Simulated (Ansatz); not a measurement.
Electronic density of states of amorphous Hf₁₈O₃₉Al₂, density 8.56 g/cm³, on a 2×2×2 Γ-centred mesh with a Gaussian width of 0.1 eV; energies count from the Fermi level, whose place inside the gap is arbitrary. Cell and mesh are small, so fine structure isn't converged. Calculation: PBE, scalar-relativistic without spin-orbit coupling (plane waves to 420 eV, PAW; Ansatz, a quantum-chemistry and plane-wave program). Sampling: a 2×2×2 Γ-centred mesh; Fermi-Dirac width 0.02 eV; no spin polarisation. At PBE the levels at the filled edge of the gap are localised (band-tail or defect states), and the nearest spread-out levels lie 4.1 eV apart at the zone centre.

It comes from a melt-quench run on a machine-learned potential (CHGNet), relaxed afterwards by DFT. O atoms were pushed apart under 1.9 Å during the dynamics, to hinder bonds among them. The hot cell started wider than the set density and was brought back towards it in steps. It is the lowest in DFT energy of 2 quenches. It is a model cell: composition and starting density were chosen by hand, and all elements were melted together. No dispersion term was used. Its density started from a set value of 8.56 and ended at 8.56 g/cm³. The simulated quench (nominally 300 K/ps over its main leg) is rapid and tends to freeze in more defects than a deposited or slowly cooled glass has. One small periodic cell is one sample of the glass; other quenches scatter about these values. The volume was held where the preparation left it and the shape relaxed, at a PBE pressure of -0.3 GPa (tension).

(E - EF (eV), states/(eV atom)): (-12.00, 0.55); (-11.90, 0.54); (-11.80, 1.13); (-11.70, 0.61); (-11.60, 0.08); (-11.50, 0.00); (-11.40, 0.00); (-11.30, 0.00); (-11.20, 0.00); (-11.10, 0.00); (-11.00, 0.00); (-10.90, 0.00); (-10.80, 0.00); (-10.70, 0.00); (-10.60, 0.00); (-10.50, 0.00); (-10.40, 0.00); (-10.30, 0.00); (-10.20, 0.00); (-10.10, 0.00); (-10.00, 0.00); (-9.90, 0.00); (-9.80, 0.00); (-9.70, 0.00); (-9.60, 0.00); (-9.50, 0.00); (-9.40, 0.00); (-9.30, 0.00); (-9.20, 0.00); (-9.10, 0.00); (-9.00, 0.00); (-8.90, 0.00); (-8.80, 0.00); (-8.70, 0.00); (-8.60, 0.00); (-8.50, 0.00); (-8.40, 0.00); (-8.30, 0.00); (-8.20, 0.00); (-8.10, 0.00); (-8.00, 0.00); (-7.90, 0.00); (-7.80, 0.00); (-7.70, 0.03); (-7.60, 0.11); (-7.50, 0.15); (-7.40, 0.15); (-7.30, 0.17); (-7.20, 0.10); (-7.10, 0.20); (-7.00, 0.38); (-6.90, 0.42); (-6.80, 0.49); (-6.70, 0.55); (-6.60, 0.58); (-6.50, 0.62); (-6.40, 0.71); (-6.30, 0.71); (-6.20, 0.73); (-6.10, 0.76); (-6.00, 0.79); (-5.90, 0.81); (-5.80, 0.81); (-5.70, 0.82); (-5.60, 0.82); (-5.50, 0.77); (-5.40, 0.78); (-5.30, 0.80); (-5.20, 0.81); (-5.10, 0.80); (-5.00, 0.76); (-4.90, 0.81); (-4.80, 0.88); (-4.70, 0.87); (-4.60, 0.86); (-4.50, 0.87); (-4.40, 0.83); (-4.30, 0.82); (-4.20, 0.83); (-4.10, 0.79); (-4.00, 0.85); (-3.90, 0.88); (-3.80, 0.89); (-3.70, 0.92); (-3.60, 0.87); (-3.50, 0.92); (-3.40, 0.99); (-3.30, 0.91); (-3.20, 0.90); (-3.10, 0.89); (-3.00, 0.86); (-2.90, 0.88); (-2.80, 0.87); (-2.70, 0.89); (-2.60, 0.86); (-2.50, 0.70); (-2.40, 0.50); (-2.30, 0.38); (-2.20, 0.45); (-2.10, 0.42); (-2.00, 0.27); (-1.90, 0.25); (-1.80, 0.13); (-1.70, 0.01); (-1.60, 0.00); (-1.50, 0.00); (-1.40, 0.00); (-1.30, 0.00); (-1.20, 0.00); (-1.10, 0.00); (-1.00, 0.00); (-0.90, 0.00); (-0.80, 0.00); (-0.70, 0.00); (-0.60, 0.00); (-0.50, 0.00); (-0.40, 0.00); (-0.30, 0.00); (-0.20, 0.00); (-0.10, 0.00); (0.00, 0.00); (0.10, 0.00); (0.20, 0.00); (0.30, 0.00); (0.40, 0.00); (0.50, 0.00); (0.60, 0.00); (0.70, 0.00); (0.80, 0.00); (0.90, 0.00); (1.00, 0.00); (1.10, 0.00); (1.20, 0.00); (1.30, 0.00); (1.40, 0.00); (1.50, 0.00); (1.60, 0.00); (1.70, 0.01); (1.80, 0.07); (1.90, 0.18); (2.00, 0.23); (2.10, 0.27); (2.20, 0.35); (2.30, 0.35); (2.40, 0.37); (2.50, 0.47); (2.60, 0.51); (2.70, 0.52); (2.80, 0.57); (2.90, 0.60); (3.00, 0.63); (3.10, 0.65); (3.20, 0.69); (3.30, 0.66); (3.40, 0.65); (3.50, 0.64); (3.60, 0.69); (3.70, 0.71); (3.80, 0.71); (3.90, 0.64); (4.00, 0.69); (4.10, 0.74); (4.20, 0.71); (4.30, 0.72); (4.40, 0.71); (4.50, 0.69); (4.60, 0.64); (4.70, 0.56); (4.80, 0.57)

The level gap on this mesh is 3.68 eV; the broadening fills part of it in the curve.
